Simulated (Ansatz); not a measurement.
The parent structure is Pb in the fcc (Cu type) structure (space group Fm-3m, No. 225).

```yaml
crystal:
  lattice:
    - [0.00000, 2.46557, 2.46557]
    - [2.46557, 0.00000, 2.46557]
    - [2.46557, 2.46557, 0.00000]
  atoms:
    - { symbol: Pb, position: [0.00000, 0.00000, 0.00000] }
```

The values are results of PBEsol in Ansatz (plane waves to 420 eV, PAW, no spin-orbit coupling), not measurements.

One change was made to it. Results:

The density rises by 4.02 g/cm³, from 11.48 g/cm³ to 15.50 g/cm³; the shortest interatomic distance drops by 0.332 Å, from 3.487 Å to 3.155 Å.

Task: Which of these changes matches the shifts?
(A) pressure 100 GPa
(B) pressure 15 GPa
(C) pressure 30 GPa
(D) pressure 75 GPa

Result: C, pressure 30 GPa. For comparison, the density in the other runs: pressure 75 GPa gives 18.56 g/cm³; pressure 15 GPa gives 13.93 g/cm³; pressure 100 GPa gives 19.80 g/cm³.

Load acts through the strain it causes; cell and atoms are relaxed under it. Whether these cells are dynamically stable was not tested. Measured, Pb leaves this structure (for hcp) near 14 GPa (room temperature; as listed in arXiv:1906.07825).

Ansatz is an electronic-structure program.
